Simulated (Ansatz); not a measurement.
The starting structures come from a database of crystals and need not be the phases stable at ambient conditions.

 Where the default PAW files enter, the runs use the earlier of Ansatz's two default sets.

Here is the system:

```
GaP
1.0
    3.76489     0.00000     0.00000
    0.00000     6.20627     0.00000
    1.88244     0.00000     3.32703
Ga P
2 2
Direct
  0.66667   0.49995   0.66667
  0.33333   0.99995   0.33333
  0.66667   0.12605   0.66667
  0.33333   0.62605   0.33333
```

Space group of this cell: Cmc2_1. The cell is strained (lengths across the current scaled by 0.98, ions clamped); by r2SCAN its mean pressure is 4.0 GPa.

Transport runs along the normal of the first two printed cell vectors.

The gap is the functional's own. No spin-orbit coupling. Mid-gap values are interpolated on the energy grid.

Question: Estimate the band gap and the smallest decay constant κ at mid-gap that r2SCAN in Ansatz (an electronic-structure program) returns for this system.

Answer: Gap 1.56 eV on a 10×6×10 mesh; κ = 0.140 1/Å, at the zone centre.
